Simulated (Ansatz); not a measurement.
**Cl on the 1x1 (0001) surface of hcp Sc, one in a 2x2 cell, started at the site 'hollow Sc-Sc-Sc'**

Method: PBE (plane waves to 420 eV, PAW; Ansatz, a program for electronic structure).

Set-up: 17 atoms, 7.6 Å thick at the start under the adsorbate (thin: gaps and levels are the slab's own); mesh 5x5x1; 0.1 eV smearing; dipole correction on; 8 atoms held, the rest relaxed; held to the start's symmetry, so lower structures may exist; no spin, no spin-orbit, no U, no dispersion correction. At the end it is bonded to 3 Sc. In PBE it is, or lies within 0.03 eV of, the lowest of the starts that converged.

```yaml
adsorption energy against ½ Cl2(g): -3.83 eV
work_function_of_the_top_face: 3.47 eV
change_of_the_work_function: -0.11 eV
change_of_the_step_from_the_bottom_to_the_top_vacuum_level_against_the_clean_slab: -0.11 eV
energy_released_by_relaxation: 0.14 eV
height of the binding atom over the mean of the host atoms within 0.3 Å of the top one: 186.9 pm
nearest_host_atoms_of_the_binding_atom: Sc at 2.63 Å, Sc at 2.63 Å, Sc at 2.63 Å
largest_move_of_a_host_atom: 0.15 Å
cost: around 3.0 core-minutes (rough)
```

A negative adsorption energy means that the adsorbate is more stable on the surface than in its reference.
